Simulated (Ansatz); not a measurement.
## What biaxial strain −1.65 %, plane normal [001], relaxed out of plane does to CsSnI3

The reference is CsSnI₃ in the cubic perovskite structure (space group Pm-3m, No. 221; a = 6.225 Å). Axes: x, y, z lie along the cube axes.

The change: biaxial strain −1.65 %, plane normal [001], relaxed out of plane (Cartesian); in-plane vectors clamped, the third vector and the atoms free.

Calculations: Ansatz (a program for electronic structure), r2SCAN, PAW, cutoff 500 eV, no spin-orbit coupling, earlier PAW set. Γ-centred 6×6×6 mesh, Fermi–Dirac width 0.05 eV.

```csv
quantity,base,changed,shift
volume per atom,48.25 Å³,46.87 Å³,-1.38 Å³
space group,Pm-3m (No. 221),P4/mmm (No. 123),–
shortest interatomic distance,3.113 Å,3.061 Å,-0.0514 Å
energy relative to the base (free energy F),0 meV/atom,+4.0 meV/atom,+4.0 meV/atom
"pressure (mean of the normal stresses, compression positive)",0.0 kbar,5.6 kbar,+5.6 kbar
band gap,0.46 eV,0.21 eV,-0.25 eV
gap character,–,direct at A,–
out-of-plane strain,–,+0.43 %,–
ratio −ε⊥/ε∥,–,0.26,–
mean in-plane stress (compression positive),–,+0.8 GPa,–
```

Final structure (turned so that z lies along the plane normal):

```xyz
5
Lattice="6.1224 0.0000 0.0000 0.0000 6.1224 0.0000 0.0000 0.0000 6.2521" Properties=species:S:1:pos:R:3 pbc="T T T"
Cs     0.0000     0.0000     0.0000
Sn     3.0612     3.0612     3.1261
I      0.0000     3.0612     3.1261
I      3.0612     3.0612     0.0000
I      3.0612     0.0000     3.1261
```

Spin-orbit coupling, missing from the scalar runs, can matter with I. Stability against distortions was not tested. Many cubic perovskites are stable only at high temperature; tilts and polar distortions were not tested. A zero or small gap of CsSnI3 under biaxial strain −1.65 %, plane normal [001], relaxed out of plane can be the functional's error rather than a property of the material. Labels are those of the standard path for the cell's own space group.
